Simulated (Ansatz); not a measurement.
The structure below was relaxed with DFT with PBEsol, PAW potentials and a 420 eV plane-wave cutoff in Ansatz (a first-principles code), no spin-orbit coupling, at pressure 2.1 GPa.

```xyz
2
Lattice="2.9671 0.0000 0.0000 0.0000 2.9671 0.0000 0.0000 0.0000 2.9671" Properties=species:S:1:pos:R:3 pbc="T T T"
Al     0.0000     0.0000     0.0000
Ru     1.4835     1.4835     1.4835
```

### Question
Find the space group and the Wyckoff positions.

### Answer
Space group Pm-3m (No. 221); a = b = c = 2.967 Å, α = β = γ = 90.00°

```csv
atom,site,symmetry,x,y,z
Al,1a,m-3m,0.0000,0.0000,0.0000
Ru,1b,m-3m,0.5000,0.5000,0.5000
```

### Question
Describe the coordination.

### Answer
The crystal has 2 atoms in its conventional cell. Conventional cell: a = 2.9671 Å, b = 2.9671 Å, c = 2.9671 Å, α = 90.00°, β = 90.00°, γ = 90.00°. Al sees 8 Ru at 2.570 Å and 6 Al at 2.967 Å. Ru is surrounded by 8 Al at 2.570 Å and 6 Ru at 2.967 Å. (Neighbours: up to the widest gap in distance over summed covalent radii, below 1.35, at either atom.)

Load acts through the strain it causes; cell and atoms are relaxed under it. No phonon test of stability was made. All final runs are without spin polarisation. The cell was made from AlRu in the CsCl type structure (space group Pm-3m, No. 221) by this change: pressure 2.1 GPa.
